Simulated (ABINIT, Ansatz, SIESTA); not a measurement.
**One structure in several programs: SrMg₆Zr (P4/mmm, 8 atoms in the cell)**

Self-consistent single point.

```
SrMg6Zr
1.0
    6.63866     0.00000     0.00000
    0.00000     6.63866     0.00000
    0.00000     0.00000     4.67308
Sr Mg Zr
1 6 1
Direct
  0.50000   0.50000   0.50000
  0.50000   0.00000   0.50000
  0.00000   0.50000   0.50000
  0.22915   0.22915   0.00000
  0.77085   0.77085   0.00000
  0.77085   0.22915   0.00000
  0.22915   0.77085   0.00000
  0.00000   0.00000   0.50000
```

Shared settings, as Ansatz (a quantum-chemistry and plane-wave program) writes them: kpoints.mp_grid.grid = 4 4 5; scf.occupations.method = fermi_dirac; scf.occupations.width = 0.1 eV. Potentials and cutoffs stand in the table.

```
code                                                                                                                       model  pressure (GPa)  largest force (eV/Å)       cutoff
------  ------------------------------------------------------------------------------------------------------------------------  --------------  --------------------  -----------
ABINIT                                                                                        LDA (PW92), PAW (JTH v2.0 LDA PAW)           -2.64                 0.062       544 eV
SIESTA  LDA PW92, numerical atomic orbitals DZP, PseudoDojo LDA standard norm-conserving potentials (rewritten from UPF to PSML)           -0.71                 0.034  grid 300 Ry
Ansatz                                                                                       LDA (PW92), PAW files made with PBE           -2.52                 0.066       420 eV
```

The spread over the programs that give each value: pressure within 1.93 GPa; largest force within 0.032 eV/Å.

SIESTA uses small atom-centred bases, whose incompleteness enters pressures, forces and empty levels differently from a plane-wave cutoff. Ansatz's pressure is given at a fixed set of plane waves, as the other plane-wave codes print theirs. In the pressure, SIESTA (by 1.87) lies more than 1 GPa from the median of the plane-wave programs.

On the base mesh (3 3 4) the same programs gave: Ansatz pressure -2.58 GPa; ABINIT pressure -2.70 GPa; SIESTA pressure -0.79 GPa.

The starting cell comes from a database of computed structures (which also holds hypothetical and non-ambient phases and stackings), without a prior relaxation at this level.

Left out of this page: CP2K (on another mesh).

Keys are those of Ansatz 0.2.
